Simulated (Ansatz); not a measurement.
**A constructed model of the (111) surface of fcc Pd, a layer of Cu in place of the second plane (bottom of the slab: a bare face, its two planes held)**

Computed with PBE (plane waves to 420 eV, PAW; Ansatz, an electronic-structure program).

Model: 6-atom slab, 11.3 Å thick at the start, 15x15x1 mesh, Fermi-Dirac 0.1 eV, dipole correction, 2 atoms held, the rest relaxed; held to the start's symmetry, so lower structures may exist; no spin, no spin-orbit, no U. In PBE it is, or lies within 0.01 eV a 1x1 cell of, the lowest of the 2 structures of its composition computed so far; larger cells were not tried.

The work function of the top face comes out as 5.21 eV and the energy released by relaxation is 0.098 eV. The cost is about 2.3 core-minutes (a rough figure).
